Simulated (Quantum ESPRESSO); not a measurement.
Quantum ESPRESSO is run on LaAg₂ (C2/m, 6 atoms in the cell), and the run fails. The aim is a self-consistent single point with DFT, PBEsol, plane waves, GBRV 1.5 ultrasoft (PBESOL) pseudopotentials.

This input was run:

```fortran
&control
  calculation = 'scf',
  outdir = './tmp',
  pseudo_dir = './',
  tprnfor = .true.,
  tstress = .true.,
/
&system
  ibrav = 0,
  nat = 6,
  ntyp = 3,
  ecutwfc = 40,
  ecutrho = 320,
  occupations = 'smearing',
  smearing = 'cold',
  degauss = 0.0099958,
/
&electrons
  conv_thr = 1.0d-9,
/
ATOMIC_SPECIES
La   138.9055  la_pbesol_v1.uspp.F.UPF
Ag   107.8682  ag_pbesol_v1.4.uspp.F.UPF
ATOMIC_POSITIONS angstrom
La    2.622350130    0.000000000    0.144791283
La    4.414511870    0.000000000    4.023063717
Ag    2.311399166    2.172878618    2.775332966
Ag    4.725462834   -2.172878618    1.392522034
Ag    4.725462834    2.172878618    1.392522034
Ag    2.311399166   -2.172878618    2.775332966
K_POINTS automatic
4 4 4  0 0 0
CELL_PARAMETERS angstrom
   4.746855000    -3.698265000     0.000000000
   4.746855000     3.698265000     0.000000000
  -2.456848000     0.000000000     4.167855000
```

The program printed (abridged):

```
     This program is part of the open-source Quantum ESPRESSO suite
     for quantum simulation of materials; please cite

 %%%%%%%%%%%%%%%%%%%%%%%%%%%%%%%%%%%%%%%%%%%%%%%%%%%%%%%%%%%%%%%%%%%%%%%%%%%%%%
     Error in routine  card_atomic_species (5010):
     cannot read atomic specie from: ATOMIC_POSITIONS angstrom
 %%%%%%%%%%%%%%%%%%%%%%%%%%%%%%%%%%%%%%%%%%%%%%%%%%%%%%%%%%%%%%%%%%%%%%%%%%%%%%

     stopping ...
```

Read the log: what does the program object to, and what is the fix?

The fault is a species count that does not match the list of species. The number of species decides how many lines of the species card are read. To fix it, make the count match the list. The program stopped before any SCF iteration.

An input that runs soundly differs in these lines (not the only fix; some lines may just follow from the change or write a value another way):
```diff
-  ntyp = 3,
+  ntyp = 2,
```

With that input, the run converged in 16 iterations: free energy E − TS -18867.0162 eV; Fermi level (on the code's own zero) 13.75 eV; pressure -3.63 GPa; largest force (vector length) 0.039 eV/Å (DFT, PBEsol, plane waves, GBRV 1.5 ultrasoft (PBESOL) pseudopotentials).

On the sound input: the starting cell comes from a database of computed structures (which also holds hypothetical and non-ambient phases and stackings), without a prior relaxation at this level. With a pressure of about -4 GPa the cell is away from its equilibrium volume at this level.
